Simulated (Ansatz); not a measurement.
We look at the formation energy of Hf_Al in Al (fcc, Fm-3m). Reaction: Hf (hcp) + 63 Al (fcc) → cell A.

Cell A: a supercell of 64 sites of Al (fcc, Fm-3m) with Hf on an Al site (12 Al at 2.89 Å); spin state with PBE: run without spin, k-point mesh 4×4×4.
```xyz
64
Lattice="11.4300 0.0000 0.0000 5.7150 9.8987 0.0000 5.7150 3.2996 9.3325" Properties=species:S:1:pos:R:3 pbc="T T T"
Al     0.0000     0.0000     0.0000
Al     1.4192     0.8194     2.3175
Al     2.8575     1.6498     4.6663
Al     4.2958     2.4802     7.0151
Al     1.4192     2.4581     0.0000
Al     2.8584     3.2926     2.3282
Al    15.7227     4.1207     4.6705
Al     5.7150     4.9383     7.0151
Al     2.8575     4.9493     0.0000
Al     4.2927     5.7769     2.3282
Al     5.7150     6.5991     4.6663
Al     7.1373     7.4213     7.0043
Al     4.2958     7.4406     0.0000
Al     5.7150     8.2599     2.3175
Al    18.5672     9.0775     4.6621
Al     8.5716     9.9056     7.0043
Al     2.8383     0.0000     0.0000
Al     4.2806     0.8291     2.3282
Al    11.4300    11.5559     4.6705
Al     7.1342     2.4802     7.0151
Al     4.2806     2.4714     0.0057
Al     5.7150     3.2996     2.3331
Al     7.1373     4.1207     4.6705
Al     8.5555     4.9395     7.0133
Al     5.7150     4.9558     0.0057
Al     7.1373     5.7769     2.3282
Al     8.5438     6.5991     4.6663
Al     9.9869     7.4323     7.0229
Al     7.1342     7.4406     0.0000
Al     8.5555     8.2587     2.3193
Al     9.9869     9.0987     4.6663
Al    11.4300     9.9183     7.0133
Al     5.7150     0.0000     0.0000
Al     7.1493     0.8291     2.3282
Al     8.5725     1.6498     4.6663
Al     9.9956     2.4704     7.0043
Al     7.1493     2.4714     0.0057
Al     8.5716     3.2926     2.3282
Al     9.9869     4.0996     4.6663
Al    11.4300     4.9327     7.0229
Al     8.5725     4.9493     0.0000
Al     9.9869     5.7659     2.3097
Hf    11.4300     6.5991     4.6663
Al    12.8731     7.4323     7.0229
Al     9.9956     7.4272    -0.0057
Al    11.4300     8.2655     2.3097
Al    12.8731     9.0987     4.6663
Al    14.2884     9.9056     7.0043
Al     8.5917     0.0000     0.0000
Al    15.7258    10.7180     2.3175
Al    17.1450    11.5409     4.6621
Al    12.8643     2.4704     7.0043
Al    10.0108     2.4581     0.0000
Al    11.4300     3.2800     2.3193
Al    12.8731     4.0996     4.6663
Al    14.3045     4.9395     7.0133
Al    11.4300     4.9429    -0.0057
Al    12.8731     5.7659     2.3097
Al    14.3162     6.5991     4.6663
Al    15.7227     7.4213     7.0043
Al    12.8643     7.4272    -0.0057
Al    14.3045     8.2587     2.3193
Al    15.7227     9.0775     4.6621
Al    17.1450     9.8987     6.9994
```

Reference: Hf (hcp, P6₃/mmc), 2 atoms in the cell, k-point mesh 24×24×12 on the run's own vectors. Conventional cell: a = 3.204 Å, b = 3.204 Å, c = 5.072 Å, α = 90.00°, β = 90.00°, γ = 120.00°.

Reference: Al (fcc, Fm-3m), 64 atoms in the cell, the relaxed perfect crystal repeated, atoms not moved again, k-point mesh 4×4×4 on the run's own vectors.

Computed with Ansatz (plane waves, PAW), its default PAW set, cutoff 500 eV. The structures are at rest with PBE, within the held lattices; other levels are single points on them. Neutral cells; Fermi-Dirac smearing of at most 0.10 eV in the solids, energies taken to zero width. The lattices are those relaxed with PBE, so at other levels the solids can be strained. Larger cells are relaxed from a start prepared with the learned potential CHGNet, on a coarser mesh till forces fall under 0.03 eV/Å, which some starts already meet. A dispersion term (D3(BJ), or D4 for r2SCAN) was computed beside these levels and is taken off wherever the name lacks it. No zero-point or thermal terms. The structures are the rest points that the relaxations reached, not proven lowest. Spin-orbit coupling is left out. No correction for cell size. Mesh and cell size may move defect energies by 0.1 eV or more. Cell A has symmetry Fm-3m within 0.02 Å and got no random move, so less symmetric positions, which may lie lower, weren't tried.

Problem. What is the computed value (r2SCAN)?

Solution. -1.05 eV, for Hf (hcp) + 63 Al (fcc) → cell A.

Ansatz is a first-principles code.
